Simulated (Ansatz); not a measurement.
**MoS2: pressure series**

The reference is MoS2 in the 3R-MoS2 type structure (space group R3m, No. 160; a = 3.175 Å, c = 18.585 Å (hexagonal axes); layered, stacked along the Cartesian z axis).

Cell and atoms are relaxed at each pressure.

Calculations: r2SCAN+rVV10 (Ansatz, an electronic-structure program), no spin-orbit coupling.

Candidates:
(a) pressure 30 GPa
(b) pressure 75 GPa
(c) pressure 100 GPa
(d) pressure 15 GPa
(e) pressure 7 GPa

For the base:

```
Quantity   Result
---------  ------
c/a ratio   5.853
```

### Question
Order them by c/a ratio, lowest first.

### Answer
(b) pressure 75 GPa (5.258), (c) pressure 100 GPa (5.293), (a) pressure 30 GPa (5.301), (d) pressure 15 GPa (5.400), (e) pressure 7 GPa (5.523)

The mesh was chosen for an insulator and is coarse for the gapless case. Load acts through the strain it causes; cell and atoms are relaxed under it. Whether these cells are dynamically stable was not tested. Competing high-pressure phases were not computed. All final runs are without spin polarisation.
